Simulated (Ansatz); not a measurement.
The parent structure is BP in the zinc blende structure (space group F-43m, No. 216; a = 4.5202 Å).

All numbers come from plane-wave PAW DFT at the PBEsol level (Ansatz, a first-principles code, 420 eV), no spin-orbit coupling.

One change was made to it. Results:

```tsv
quantity	base	after
band gap	1.11 eV	0.85 eV
shortest interatomic distance	3.699 bohr	4.695 bohr
```

**Question.** Name the change that was made.
A) P → Cl
B) P → Cu
C) P → As

**Answer.** A, P → Cl. For comparison, the band gap in the other runs: P → As gives 1.08 eV; P → Cu gives zero.

No phonon test of stability was made. As relaxed here, BCl and CuB are hypothetical phases, not in the database extracts checked. The final runs are not spin-polarised.
